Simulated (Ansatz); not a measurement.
Calculation: PBE (plane waves to 420 eV, PAW; Ansatz, a first-principles code).

Planar average of the electrostatic potential across the slab, in eV from the Fermi level, for S on the 1x1 (0001) surface of hcp Ru, one in a 1x1 cell, started at the site 'hollow Ru-Ru-Ru over Ru at depth 2.1 Å':

(z (Å), V (eV)): (5.10, 5.06); (5.38, 5.06); (5.67, 5.06); (5.95, 5.06); (6.23, 5.05); (6.52, 5.04); (6.80, 5.01); (7.08, 4.95); (7.37, 4.83); (7.65, 4.59); (7.93, 4.10); (8.22, 3.10); (8.50, 1.07); (8.78, -3.68); (9.07, -13.87); (9.35, -24.31); (9.63, -27.90); (9.92, -22.12); (10.20, -11.21); (10.48, -3.39); (10.77, -3.30); (11.05, -10.90); (11.33, -21.99); (11.62, -28.27); (11.90, -25.29); (12.18, -15.12); (12.47, -5.10); (12.75, -1.99); (13.03, -5.72); (13.32, -16.07); (13.60, -25.78); (13.88, -27.85); (14.17, -20.80); (14.45, -9.55); (14.73, -2.13); (15.02, -1.25); (15.30, -6.11); (15.58, -16.97); (15.87, -26.53); (16.15, -28.25); (16.43, -21.20); (16.72, -10.88); (17.00, -6.47); (17.28, -10.15); (17.57, -13.12); (17.85, -13.31); (18.13, -10.93); (18.42, -4.76); (18.70, 0.72); (18.98, 2.93); (19.27, 3.82); (19.55, 4.17); (19.83, 4.31); (20.12, 4.37); (20.40, 4.39); (20.68, 4.40); (20.97, 4.41); (21.25, 4.41); (21.53, 4.41); (21.82, 4.41); (22.10, 4.41)

Model: 5-atom slab, 6.3 Å thick at the start under the adsorbate (thin: gaps and levels are the slab's own), 12x12x1 mesh, Fermi-Dirac 0.1 eV, dipole correction, 2 atoms held, the rest relaxed; held to the start's symmetry, so lower structures may exist; no spin, no spin-orbit, no U, no dispersion correction. At the end it is bonded to 3 Ru. In PBE it is, or lies within 0.03 eV of, the lowest of the starts that converged.

Question: The surface cell has an area of 6.41 Å². What dipole along the normal does the step between the two vacuum levels imply?

Answer: the top vacuum level lies 0.65 eV below the bottom one; p = −ε₀ A ΔV (ε₀ = 0.005526 e/(V·Å)) gives 0.02 e·Å a cell.
